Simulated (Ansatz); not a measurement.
A computed series for hypothetical CsCl type SiGe: response to strain

Base system: SiGe in the CsCl type structure (space group Pm-3m, No. 221; a = 3.245 Å; a hypothetical phase, not in the database extracts checked; relaxed with 0.1 eV smearing). Axes: x, y, z lie along the cube axes.

Strains are applied to the cell and any free atomic positions relax; under biaxial strain the out-of-plane vector relaxes too; under stress the whole cell relaxes.

Calculations: PBE (Ansatz, a first-principles code, PAW, without spin-orbit coupling).

Notes on the quantities. pressure: mean of the normal stresses, compression positive; energy relative to the base: free energy F.

| case | pressure | energy relative to the base | space group |
|---|---|---|---|
| base | 0.0 GPa | 0 meV/atom | Pm-3m (No. 221) |
| biaxial strain +1.76 %, plane normal [110], relaxed out of plane | -0.3 GPa | +0.9 meV/atom | Cmmm (No. 65) |
| biaxial strain −4.21 %, plane normal [111], relaxed out of plane | 0.6 GPa | +9.3 meV/atom | R-3m (No. 166) |
| isotropic strain +2.19 % | -4.1 GPa | +16 meV/atom | Pm-3m (No. 221) |
| isotropic strain +4.02 % | -6.6 GPa | +49 meV/atom | Pm-3m (No. 221) |
| uniaxial stress, 0.5 GPa compression along z | – | -17 meV/atom | P4/mmm (No. 123) |

Stability under load was not tested beyond the relaxation. All final runs are without spin polarisation. Under uniaxial stress, 0.5 GPa compression along z the cell ends below the base's energy or with stress of the wrong sign: the atoms slid into a distortion or the cell is elastically unstable, so the base is not a stable minimum at this level.
